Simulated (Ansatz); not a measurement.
Consider HfO2 (space group P4_2/nmc, No. 137; a = 3.604 Å, c = 5.264 Å).

Calculations: PBE/PAW in Ansatz (a quantum-chemistry and plane-wave program), no spin-orbit coupling.

Base values:

Gap character: indirect, Z → Γ
Electron mass: 1.0 mₑ along c, 0.88 mₑ across (at Γ)
Density: 10.22 g/cm³
Band gap: 4.67 eV

One thing is altered: a hydrostatic pressure of 0.3 GPa.

Q: Predict the new gap character, electron mass, density and band gap.

A: The gap character is still indirect, Z → Γ; the electron mass is still 1.0 mₑ along c, 0.88 mₑ across (at Γ); the density increases by 0.02 g/cm³, from 10.22 g/cm³ to 10.24 g/cm³; the band gap stays 4.67 eV.

With Hf present, leaving out spin-orbit coupling can change the band edges. Load acts through the strain it causes; cell and atoms are relaxed under it. Effective masses come from finite differences of ±0.01 Å⁻¹. No phonon test of stability was made. This is not the structure that HfO2 has at room temperature and ambient pressure.
